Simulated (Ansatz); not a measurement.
System: AlB2-type TiB2. Method: HSE06-D3(BJ) (plane waves, PAW; Ansatz, a program for electronic structure).

Run with plane-wave cutoff 460 eV, 12×12×8 k mesh (along the axes of the cell as run), Fermi–Dirac smearing 0.05 eV, no spin polarisation, scalar-relativistic PAW data made under PBE.

Computed at the level's own relaxed cell.

Question: Give the computed lattice parameter a and lattice parameter c.

Answer: 
- lattice parameter a = 2.981 Å
- lattice parameter c = 3.154 Å

Measured, for comparison: lattice constant a 3.029 Å, lattice parameter c 3.229 Å (293 K, not corrected to a static lattice; as tabulated in R. G. Munro, J. Res. NIST 105, 709 (2000), Material Properties of Titanium …). Computed (rounded) less measured: lattice constant a -1.6 %, lattice parameter c -2.3 %. A static lattice is as a rule a little smaller and stiffer than an uncorrected measurement, which narrows the difference in the lattice constant a and would widen misses of the other sign.

Note: the run has no spin polarisation, so it can have missed a magnetic state.

Static lattice: no zero-point or thermal effects.

Computing time: very roughly 50 core-minutes.
